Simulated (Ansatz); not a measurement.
The starting structures come from a database of crystals and need not be the phases stable at ambient conditions.

Inside the gap of an insulator the Bloch states are evanescent, with a wavenumber k + iκ along the transport direction.

Input:

```xyz
16
Lattice="7.2632 0.0000 0.0000 0.0000 7.3878 0.0000 0.0000 0.0000 12.9658" Properties=species:S:1:pos:R:3 pbc="T T T"
Rb     1.2415     4.8076     9.2200
Rb     2.3901     2.5802     2.7371
Rb     4.8731     6.2741     3.7458
Rb     6.0217     1.1137    10.2287
Rb     6.5803     2.9492     5.4149
Rb     4.3146     4.4386    11.8978
Rb     2.9486     0.7447     7.5509
Rb     0.6830     6.6431     1.0680
Sb     2.9692     4.1061     6.0365
Sb     0.6624     3.2816    12.5194
Sb     6.6008     6.9755     6.9293
Sb     4.2940     0.4122     0.4464
Sb     4.8831     4.9546     8.0261
Sb     6.0118     2.4332     1.5432
Sb     1.2515     6.1270     4.9397
Sb     2.3802     1.2607    11.4226
```

Space group of this cell: P2_12_12_1. The cell is taken as given; by PBEsol its mean pressure is -0.6 GPa.

Transport runs along the normal of the first two printed cell vectors.

The gap is the functional's own, uncorrected, and κ follows it; spin-orbit coupling is left out. Mid-gap values are interpolated between the computed energies.

Problem. Give the band gap and the smallest decay constant κ at mid-gap that PBEsol (Ansatz, a first-principles code) yields.

Solution. Gap 0.54 eV on a 4×4×4 mesh; κ = 0.184 1/Å, at the zone centre.
